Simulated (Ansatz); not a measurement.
Start from Li2Se in the anti-fluorite structure (space group Fm-3m, No. 225).

```
Li2Se
1.0
    0.00000     3.00315     3.00315
    3.00315     0.00000     3.00315
    3.00315     3.00315     0.00000
Li Se
2 1
Direct
  0.25000   0.25000   0.25000
  0.75000   0.75000   0.75000
  0.00000   0.00000   0.00000
```

Calculations: plane-wave PAW DFT at the PBE level (Ansatz, an electronic-structure program, 420 eV), without spin-orbit coupling.

One change was made to it. Results:

The hole mass (degenerate bands, along [100]) becomes 0.36, 0.81, 0.81 mₑ (at Γ) (base: 0.36, 0.83, 0.83 mₑ (at Γ)); the valley order (the lowest conduction-band minima on the path, energy above the VBM, named in the base's zone) changes from X along ⟨100⟩ 2.98 eV; Γ 3.38 eV to X along ⟨100⟩ 2.97 eV; Γ 3.46 eV; the shortest interatomic distance drops by 1.7 pm, from 260.1 pm to 258.4 pm.

### Question
What was done to the base?
A. pressure 0.3 GPa
B. pressure 0.7 GPa
C. pressure 7.5 GPa
D. pressure 1.5 GPa
E. pressure 3 GPa

### Answer
B, pressure 0.7 GPa. For comparison, the valley order in the other runs: pressure 0.3 GPa gives X along ⟨100⟩ 2.97 eV; Γ 3.41 eV; pressure 3 GPa gives X along ⟨100⟩ 2.91 eV; Γ 3.71 eV; pressure 7.5 GPa gives X along ⟨100⟩ 2.81 eV; Γ 4.12 eV; pressure 1.5 GPa gives X along ⟨100⟩ 2.95 eV; Γ 3.55 eV.

The levels and masses belong to the bands next to the band gap. Load acts through the strain it causes; cell and atoms are relaxed under it. Masses are band curvatures over ±0.01 Å⁻¹ around the edge. No phonon test of stability was made. No other phases were tried under pressure.
